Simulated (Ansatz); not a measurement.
La₃Si₂ (P4/mbm, No. 127; cell taken from a computed entry), treated with PBEsol in Ansatz (PAW).

Settings: plane-wave cutoff 500 eV, 6×6×10 k mesh (along the axes of the cell as run), Fermi–Dirac smearing 0.05 eV, scalar-relativistic PAW data made under PBE.

Computed at the level's own relaxed cell.

Task: Predict the equilibrium volume per atom, equilibrium lattice constant a and c axis length.

Result: 
- equilibrium volume per atom = 26.77 Å³/atom
- equilibrium lattice constant a = 7.831 Å
- c axis length = 4.365 Å

The run finds no gap.

Note: the relaxation could not lower the start's symmetry, so the cell can be a saddle point above a distorted one.

Spin–orbit coupling is not included.

Static lattice: no zero-point or thermal effects.

It cost very roughly 11 core-minutes of CPU time.

Ansatz is a quantum-chemistry and plane-wave program.
